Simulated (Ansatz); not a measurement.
Given:

```xyz
4
Lattice="0.0000 2.5365 3.7000 2.5365 0.0000 3.7000 2.5365 2.5365 0.0000" Properties=species:S:1:pos:R:3 pbc="T T T"
Ta     0.0000     0.0000     0.0000
Ni     2.5365     2.5365     3.7000
Ni     1.2683     1.2683     1.8500
Ni     3.8048     3.8048     5.5500
```

Level of theory: PBEsol, DFPT electron-phonon coupling, linearised Boltzmann equation (plane waves, PAW, scalar-relativistic; Ansatz, a quantum-chemistry and plane-wave program). Geometry: relaxed with this functional, without spin-orbit coupling.

What phonon-limited resistivity does this give at 300 K?

8.5 (x), 8.5 (y), 12.6 (z) μΩ·cm.

And the electrons' mean free path at that temperature?

14.9 (x), 14.9 (y), 14.0 (z) nm, weighted by the current that each state carries. Wires not much wider than this gain resistivity from their walls.

A metal at this level (no band gap). Only scattering by harmonic phonons is included (no impurities, grain boundaries, electron-electron scattering or thermal expansion). Spin-orbit coupling is left out, which matters with elements this heavy. The run warned that the eigensolver left some states short of its tolerance. Halving the electron mesh (28x28x28) moves the resistivity by up to 3 % at 300 K, the mean free path by up to 2 %. Smearing 0.20 eV; phonons on a 4x4x4 q mesh, which this run doesn't test.

Formula and space group known from diffraction (Crystallography Open Database), not checked to be the room-temperature form: TaNi3 (I4/mmm). Treated as nonmagnetic (a ferromagnetic start lost its moment, other orders weren't tried): TaNi3 (I4/mmm).
